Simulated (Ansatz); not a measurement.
The reference is SiC in the wurtzite structure (space group P6_3mc, No. 186; a = 3.0920 Å, c = 5.0743 Å).

Method: PBE/PAW in Ansatz (a program for electronic structure), no spin-orbit coupling.

Base values:

| Property | Result |
|---|---|
| Pressure | 0.00 GPa |

One thing is altered: an isotropic linear strain of +0.60 %, atoms relaxed at fixed cell.

Q: Predict the new mean gap deformation potential ΔEg/Δln V, energy relative to the base and pressure.

A: The mean gap deformation potential ΔEg/Δln V is +1.7 eV; the energy increases by 2.2 meV/atom; the pressure (mean of the normal stresses, compression positive) goes from zero to -3.70 GPa.

Stability against distortions was not tested.
